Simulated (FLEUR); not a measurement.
FLEUR run on NiBi (P6_3/mmc, 4 atoms in the cell): self-consistent single point.

Computed with LDA (Vosko-Wilk-Nusair), all-electron FLAPW (FLEUR), scalar-relativistic valence run with FLEUR.

The change in words: lattice scaled by 0.98. Reference geometry:
```yaml
crystal:
  lattice:
    - [4.06194, 0.00000, 0.00000]
    - [-2.03097, 3.51774, 0.00000]
    - [0.00000, 0.00000, 5.17249]
  atoms:
    - { symbol: Ni, position: [0.00000, 0.00000, 0.50000] }
    - { symbol: Ni, position: [0.00000, 0.00000, 0.00000] }
    - { symbol: Bi, position: [0.33333, 0.66667, 0.25000] }
    - { symbol: Bi, position: [0.66667, 0.33333, 0.75000] }
```

Reference input (self-consistent single point, DFT, LDA (Vosko-Wilk-Nusair), all-electron FLAPW (FLEUR), scalar-relativistic valence): Kmax = 4.1 1/bohr; GmaxXC = 16.4 1/bohr; xcFunctional = vwn; jspins = 1; l_soc = F; mode = hist; fermiSmearingEnergy = 0.00367493 Htr; mesh (inpgen div1-3) = 10 10 7; inpgen gamma flag = true; Gmax = 16.4 1/bohr; numbands = 0; maxIterBroyd = 99. This run's input differs from it in these lines:

```diff
@@ -3,5 +3,5 @@
 &input film=f /
-7.6759468326 -0.0000000596 0.0000000000
--3.8379733647 6.6475649850 0.0000000000
-0.0000000000 0.0000000000 9.7745970413
+7.5224274132 0.0000004033 0.0000000000
+-3.7612140558 6.5146130363 0.0000000000
+0.0000000000 0.0000000000 9.5791048737
 1.0
@@ -46,5 +46,5 @@
          <bravaisMatrix>
-            <row-1>    7.6759468326000002    -0.0000000596000000     0.0000000000000000</row-1>
-            <row-2>   -3.8379733646999998     6.6475649849999998     0.0000000000000000</row-2>
-            <row-3>    0.0000000000000000     0.0000000000000000     9.7745970412999998</row-3>
+            <row-1>    7.5224274132000000     0.0000004033000000     0.0000000000000000</row-1>
+            <row-2>   -3.7612140558000000     6.5146130363000001     0.0000000000000000</row-2>
+            <row-3>    0.0000000000000000     0.0000000000000000     9.5791048737000004</row-3>
          </bravaisMatrix>
```

The program printed (abridged):

```
 Iteration:     1   Distance:      27.56611473 me/bohr^3
 Iteration:     2   Distance:      18.57446037 me/bohr^3
 Iteration:     3   Distance:       9.52689258 me/bohr^3
 Iteration:     4   Distance:      14.76868364 me/bohr^3
 Iteration:     5   Distance:       9.20616480 me/bohr^3
   [... 9 lines left out ...]
 Iteration:    15   Distance:       0.00149704 me/bohr^3
 Iteration:    16   Distance:       0.00014859 me/bohr^3
 Iteration:    17   Distance:       0.00010485 me/bohr^3
 Iteration:    18   Distance:       0.00000614 me/bohr^3
 Run finished successfully
 Stop message:
   Structural relaxation: Done

[file out, last iteration]
             iter=     19
[...]
          total density-effective poten   -8.1972939704E+04
          total charge density-energy d   -8.9689426323E+02
 Updated energy parameters for spin:           1
[...]
 fermi energy and band-weighting factors:

[...]
FERMIE:
          first approx. to ef    (T=0)  :   0.427076 htr   (energy of the highest occ. eigenvalue)
          number of occ. states  (T=0)  :       1727
          first approx. to seigv (T=0)  : -22.251497 htr
          sum of weights of occ. states :  31.025714
          sum of semicore charge        :   0.000000 e
FERHIS:  Fermi-Energy by histogram:
          bandgap                     :   0.000238 htr
   [... lines left out ...]
          charge neutrality (T=0)     :   0.051429    (zero if the highest occ. eigenvalue is "entirely" occupied)
     EF_NEWTON:  Adjust Fermi-Energy by Newton-Method.
 Direct bandgap for spin            1 :    7.2632994399377537E-003  Htr
 ---->    free energy=                    -46177.0021395322 htr
   [... lines left out ...]
      extrapolation for T->0
 ---->    total electron energy=          -46177.0007412421 htr
 ***** TOTAL FORCES ON ATOMS *****
 TOTAL FORCE FOR ATOM TYPE=  1  X=  0.000   Y=  0.000   Z=  4.790
                       FX_TOT= 0.000000 FY_TOT= 0.000000 FZ_TOT= 0.000000
 TOTAL FORCE FOR ATOM TYPE=  2  X=  3.761   Y= -2.172   Z=  2.395
                       FX_TOT= 0.000000 FY_TOT= 0.000000 FZ_TOT= 0.000000
 Structural relaxation: Done
```

The run converged in 18 iterations. FLEUR gives forces in its relaxation mode, with a further iteration, so its stop message speaks of a relaxation. Against the reference run the free energy rises by 21.0 meV/atom.

The starting cell comes from a database of computed structures (which also holds hypothetical and non-ambient phases and stackings), without a prior relaxation at this level. Its lattice was rescaled by a random factor within 2.5 % of one. For this run, on top of that: lattice scaled by 0.98. Spin-orbit coupling is off. Spin polarisation is off. Values depend on the basis (sphere radii, cutoffs, local orbitals), which need not be converged. The log's line on a gap gives a spacing of levels on this mesh, which the program prints for metals too.

Cost on one core of a shared machine: roughly 3 min.
